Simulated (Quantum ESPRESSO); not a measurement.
# Variants of one calculation on CaNi2Ge2 (P1, 5 atoms in the cell)

```
Ca(NiGe)2
1.0
   -2.02644     2.02644     4.98853
    2.02644    -2.02644     4.98853
    2.02644     2.02644    -4.98853
Ca Ni Ge
1 2 2
Direct
  0.99364   0.00260   0.00060
  0.75891   0.25358   0.50808
  0.24764   0.74610   0.49328
  0.36088   0.37026   0.99099
  0.63894   0.62746   0.00705
```

Base run A: LDA (PZ), PSlibrary PAW (LDA) pseudopotentials in Quantum ESPRESSO, self-consistent single point.

Its settings: ecutwfc = 50 Ry; ecutrho = 300 Ry; occupations = smearing; smearing = cold; degauss = 0.0036749 Ry; K_POINTS = automatic 5 5 6 0 0 0; conv_thr = 1e-10 Ry; mixing_beta = 0.4.

The starting cell comes from a database of computed structures (which also holds hypothetical and non-ambient phases and stackings), without a prior relaxation at this level. Its atoms were displaced at random from the sites of space group no. 139. Spin polarisation is off. In the base run, with a pressure of about -5 GPa the cell is away from its equilibrium volume at this level.

ΔF is the free energy per atom less that of run A. 

```csv
run,"degauss, nosym",ΔF (meV/atom),pressure (GPa),largest force (eV/Å),k-points
A,"0.0036749 Ry, default",0.00,-5.43,0.562,263
B,"0.02205 Ry, default",1.67,-5.45,0.573,263
C,"0.0036749 Ry, true",0.21,-5.43,0.567,76
```

Run B against A: The free energy goes up by 1.7 meV/atom, the pressure hardly changes (-5.43 to -5.45 GPa) and the largest force goes from 0.562 to 0.573 eV/Å.

Run C against A: The free energy hardly moves (within 1 meV/atom), the pressure stays at -5.43 GPa and the largest force hardly changes (0.562 to 0.567 eV/Å).
